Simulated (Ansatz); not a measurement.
System: interstitial Ag in anatase TiO2 (charge state +1). Level of theory: PBE, PAW (plane waves to 420 eV; Ansatz, an electronic-structure program).

Settings: 108 host sites, the relaxed PBE lattice, the Γ point alone, smearing 0.01 eV, spin-restricted, no image-charge correction. Static, classical nuclei. The charge state is imposed; whether it is stable for some Fermi level was not computed. Sites that were not tried may lie lower.

Barriers: single points on a 2×2×2 k-point mesh shifted by half a step at the bands' geometries (they differ from the bands' own by up to 0.12 eV, and are uncertain by about as much).

Relaxed starting cell (atoms counted from 1):

```yaml
crystal:
  lattice:
    - [11.39627, 0.00000, 0.00000]
    - [0.00000, 11.39627, 0.00000]
    - [0.00000, 0.00000, 9.70070]
  atoms:
    - { symbol: Ti, position: [0.00027, 0.16602, 0.24864] }
    - { symbol: Ti, position: [0.00024, 0.49979, 0.24892] }
    - { symbol: Ti, position: [0.00027, 0.83357, 0.24864] }
    - { symbol: Ti, position: [0.33326, 0.16552, 0.25257] }
    - { symbol: Ti, position: [0.33077, 0.49980, 0.25089] }
    - { symbol: Ti, position: [0.33327, 0.83404, 0.25257] }
    - { symbol: Ti, position: [0.66728, 0.16553, 0.25255] }
    - { symbol: Ti, position: [0.66969, 0.49976, 0.25087] }
    - { symbol: Ti, position: [0.66728, 0.83405, 0.25255] }
    - { symbol: Ti, position: [0.00031, 0.99982, 0.99935] }
    - { symbol: Ti, position: [0.00033, 0.33261, 0.99960] }
    - { symbol: Ti, position: [0.00028, 0.66703, 0.99961] }
    - { symbol: Ti, position: [0.33310, 0.99980, 0.99904] }
    - { symbol: Ti, position: [0.32558, 0.32507, 0.99936] }
    - { symbol: Ti, position: [0.32553, 0.67453, 0.99935] }
    - { symbol: Ti, position: [0.66752, 0.99985, 0.99903] }
    - { symbol: Ti, position: [0.67506, 0.32513, 0.99931] }
    - { symbol: Ti, position: [0.67502, 0.67458, 0.99937] }
    - { symbol: O, position: [0.00033, 0.16545, 0.04380] }
    - { symbol: O, position: [0.00036, 0.49980, 0.03964] }
    - { symbol: O, position: [0.00032, 0.83418, 0.04379] }
    - { symbol: O, position: [0.32480, 0.16378, 0.04404] }
    - { symbol: O, position: [0.30992, 0.49979, 0.04251] }
    - { symbol: O, position: [0.32481, 0.83581, 0.04405] }
    - { symbol: O, position: [0.67582, 0.16382, 0.04406] }
    - { symbol: O, position: [0.69062, 0.49980, 0.04254] }
    - { symbol: O, position: [0.67580, 0.83584, 0.04402] }
    - { symbol: O, position: [0.16667, 0.16740, 0.29259] }
    - { symbol: O, position: [0.16624, 0.49983, 0.29285] }
    - { symbol: O, position: [0.16668, 0.83229, 0.29259] }
    - { symbol: O, position: [0.50027, 0.16665, 0.29290] }
    - { symbol: O, position: [0.50026, 0.49986, 0.29275] }
    - { symbol: O, position: [0.50028, 0.83294, 0.29290] }
    - { symbol: O, position: [0.83385, 0.16739, 0.29262] }
    - { symbol: O, position: [0.83427, 0.49986, 0.29284] }
    - { symbol: O, position: [0.83387, 0.83228, 0.29261] }
    - { symbol: O, position: [0.00025, 0.99982, 0.20796] }
    - { symbol: O, position: [0.00024, 0.33376, 0.20518] }
    - { symbol: O, position: [0.00024, 0.66586, 0.20517] }
    - { symbol: O, position: [0.33684, 0.99980, 0.20883] }
    - { symbol: O, position: [0.33754, 0.33285, 0.20453] }
    - { symbol: O, position: [0.33751, 0.66675, 0.20452] }
    - { symbol: O, position: [0.66371, 0.99981, 0.20882] }
    - { symbol: O, position: [0.66299, 0.33288, 0.20452] }
    - { symbol: O, position: [0.66303, 0.66678, 0.20448] }
    - { symbol: O, position: [0.00027, 0.16625, 0.45713] }
    - { symbol: O, position: [0.00026, 0.49975, 0.45630] }
    - { symbol: O, position: [0.00027, 0.83327, 0.45713] }
    - { symbol: O, position: [0.33328, 0.16620, 0.45680] }
    - { symbol: O, position: [0.33292, 0.49976, 0.45636] }
    - { symbol: O, position: [0.33330, 0.83330, 0.45681] }
    - { symbol: O, position: [0.66723, 0.16619, 0.45682] }
    - { symbol: O, position: [0.66758, 0.49974, 0.45637] }
    - { symbol: O, position: [0.66724, 0.83334, 0.45681] }
    - { symbol: Ti, position: [0.16647, 0.99978, 0.75003] }
    - { symbol: Ti, position: [0.16600, 0.33278, 0.74609] }
    - { symbol: Ti, position: [0.16601, 0.66680, 0.74611] }
    - { symbol: Ti, position: [0.50026, 0.99980, 0.74974] }
    - { symbol: Ti, position: [0.50023, 0.33033, 0.74773] }
    - { symbol: Ti, position: [0.50027, 0.66927, 0.74779] }
    - { symbol: Ti, position: [0.83405, 0.99980, 0.75002] }
    - { symbol: Ti, position: [0.83451, 0.33279, 0.74608] }
    - { symbol: Ti, position: [0.83450, 0.66680, 0.74610] }
    - { symbol: Ti, position: [0.16596, 0.16547, 0.49933] }
    - { symbol: Ti, position: [0.16637, 0.49981, 0.50050] }
    - { symbol: Ti, position: [0.16596, 0.83413, 0.49932] }
    - { symbol: Ti, position: [0.50030, 0.16588, 0.49815] }
    - { symbol: Ti, position: [0.50029, 0.49981, 0.49933] }
    - { symbol: Ti, position: [0.50030, 0.83369, 0.49817] }
    - { symbol: Ti, position: [0.83462, 0.16547, 0.49931] }
    - { symbol: Ti, position: [0.83417, 0.49980, 0.50047] }
    - { symbol: Ti, position: [0.83461, 0.83413, 0.49932] }
    - { symbol: O, position: [0.16668, 0.99978, 0.54152] }
    - { symbol: O, position: [0.16668, 0.33282, 0.54184] }
    - { symbol: O, position: [0.16666, 0.66676, 0.54185] }
    - { symbol: O, position: [0.50022, 0.99977, 0.54234] }
    - { symbol: O, position: [0.50022, 0.33244, 0.54226] }
    - { symbol: O, position: [0.50025, 0.66712, 0.54229] }
    - { symbol: O, position: [0.83381, 0.99979, 0.54152] }
    - { symbol: O, position: [0.83377, 0.33281, 0.54184] }
    - { symbol: O, position: [0.83378, 0.66676, 0.54183] }
    - { symbol: O, position: [0.00030, 0.99980, 0.79070] }
    - { symbol: O, position: [0.00030, 0.33633, 0.78985] }
    - { symbol: O, position: [0.00028, 0.66326, 0.78984] }
    - { symbol: O, position: [0.33424, 0.99980, 0.79349] }
    - { symbol: O, position: [0.33335, 0.33705, 0.79415] }
    - { symbol: O, position: [0.33333, 0.66255, 0.79417] }
    - { symbol: O, position: [0.66634, 0.99982, 0.79350] }
    - { symbol: O, position: [0.66725, 0.33707, 0.79417] }
    - { symbol: O, position: [0.66723, 0.66253, 0.79417] }
    - { symbol: O, position: [0.16789, 0.16620, 0.70604] }
    - { symbol: O, position: [0.16717, 0.49979, 0.70577] }
    - { symbol: O, position: [0.16791, 0.83338, 0.70605] }
    - { symbol: O, position: [0.50031, 0.16576, 0.70582] }
    - { symbol: O, position: [0.50031, 0.49978, 0.70587] }
    - { symbol: O, position: [0.50030, 0.83380, 0.70583] }
    - { symbol: O, position: [0.83273, 0.16620, 0.70607] }
    - { symbol: O, position: [0.83350, 0.49979, 0.70574] }
    - { symbol: O, position: [0.83272, 0.83338, 0.70606] }
    - { symbol: O, position: [0.16592, 0.99981, 0.95486] }
    - { symbol: O, position: [0.16429, 0.32427, 0.95460] }
    - { symbol: O, position: [0.16427, 0.67531, 0.95463] }
    - { symbol: O, position: [0.50029, 0.99982, 0.95904] }
    - { symbol: O, position: [0.50029, 0.30947, 0.95613] }
    - { symbol: O, position: [0.50027, 0.69016, 0.95618] }
    - { symbol: O, position: [0.83468, 0.99984, 0.95486] }
    - { symbol: O, position: [0.83632, 0.32435, 0.95462] }
    - { symbol: O, position: [0.83630, 0.67525, 0.95463] }
    - { symbol: Ag, position: [0.50027, 0.49982, 0.99915] }
```
Cell charge +1.

End state 1 differs by these moves (Å; atoms that move under 0.08 Å are left out):

| atom | element | Δx | Δy | Δz |
|---|---|---|---|---|
| 14 | Ti | 0.08 | 0.09 | 0.04 |
| 15 | Ti | 0.08 | -0.09 | 0.04 |
| 17 | Ti | -0.09 | 0.06 | 0.02 |
| 18 | Ti | -0.09 | -0.06 | 0.02 |
| 22 | O | 0.11 | 0.03 | -0.01 |
| 23 | O | 0.27 | 0.00 | 0.01 |
| 24 | O | 0.11 | -0.03 | -0.01 |
| 25 | O | -0.10 | 0.02 | -0.01 |
| 26 | O | -0.27 | 0.00 | 0.01 |
| 27 | O | -0.10 | -0.02 | -0.01 |
| 59 | Ti | -0.09 | -0.06 | 0.02 |
| 60 | Ti | -0.09 | 0.06 | 0.02 |
| 62 | Ti | 0.08 | -0.09 | 0.04 |
| 63 | Ti | 0.08 | 0.09 | 0.04 |
| 83 | O | 0.03 | -0.14 | 0.05 |
| 84 | O | 0.03 | 0.14 | 0.05 |
| 86 | O | -0.03 | -0.14 | 0.00 |
| 87 | O | -0.03 | 0.14 | 0.00 |
| 89 | O | 0.00 | -0.31 | -0.01 |
| 90 | O | 0.00 | 0.31 | -0.01 |
| 94 | O | -0.10 | -0.02 | -0.01 |
| 95 | O | -0.27 | 0.00 | 0.01 |
| 96 | O | -0.10 | 0.02 | -0.01 |
| 97 | O | 0.11 | -0.03 | -0.01 |
| 98 | O | 0.27 | 0.00 | 0.01 |
| 99 | O | 0.11 | 0.03 | -0.01 |
| 101 | O | 0.03 | 0.14 | 0.05 |
| 102 | O | 0.03 | -0.14 | 0.05 |
| 104 | O | 0.00 | 0.31 | -0.01 |
| 105 | O | 0.00 | -0.31 | -0.01 |
| 107 | O | -0.03 | 0.14 | 0.00 |
| 108 | O | -0.03 | -0.15 | 0.00 |
| 109 | Ag | 1.90 | 0.00 | -2.42 |

What is the computed forward and backward barriers to end state 1 (PBE, PAW)?

forward 0.80 eV, backward 0.80 eV; at the saddle point atom 109 has neighbours 2 O at 2.13, 4 O at 2.38; 4 Ti at 2.66 Å. The check of the saddle point's order was inconclusive, and it lies on a symmetry element of the cell, where a band can be held.
